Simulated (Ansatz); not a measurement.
B interstitial in beta Si3N4 (the name describes the start): one set of geometries, relaxed with PBE, evaluated in Ansatz (PAW, plane waves to 420 eV, 500 eV under r2SCAN) with PBE, r2SCAN.

Details: 84-site cell; 2×2×2 shifted k-points; start: void with 6N6Si nearest; charged states image-corrected; corrections pass 1 eV, so highly charged states may be off by several tenths; relaxed from one start, so a lower configuration may exist; flagged in the runs: a host whose relaxation on this sampling wasn't shown to rest.

```csv
quantity,PBE,r2SCAN
host gap (eV),4.25,4.90
ε(+2/+1) above the VBM (eV),0.43,0.55
ε(+1/0) above the VBM (eV),2.22,2.44
largest moment on one atom at charge +2 (μB),0.24,0.26
neutral formation energy against alpha boron (eV),6.43,6.50
largest moment on one atom at charge 0 (μB),0.20,0.22
```

PBE narrows the gap by 0.65 eV against r2SCAN, the highest level run, and puts the levels shown 0.17 eV lower above the valence-band maximum on average (from the rounded values).

Ansatz is a first-principles code.
